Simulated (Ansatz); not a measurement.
SiS2 (I-42d), PBEsol, rigid bands (Ansatz, a program for electronic structure): N_c = 9.74e18 cm⁻³ at 300 K and an electron conductivity mass of 0.377 mₑ along z (a = (-2.75, 2.75, 4.30) Å; b = (2.75, -2.75, 4.30) Å; c = (2.75, 2.75, -4.30) Å).

**Question.** For 1e17 electrons per cm³ at 300 K, place the Fermi level, estimate the Seebeck coefficient of a parabolic band with constant τ, and give mobility and conductivity for τ = 20 fs.

**Answer.** The level lies k_BT ln(N_c/n) = 0.118 eV below the conduction-band minimum. S ≈ −(k_B/e)[ln(N_c/n) + 5/2] = -610 μV/K, against -607 μV/K from the full bands (mean over directions). μ = eτ/m = 93.3 cm²/(V·s) and σ = neμ = 1.49 S/cm. τ is assumed, not computed.

Band transport and this doping are assumed; polarons and phonon drag are left out. Spin-orbit coupling is left out.

Formula and space group known from diffraction (Crystallography Open Database), not checked to be the room-temperature form: SiS2 (I-42d).
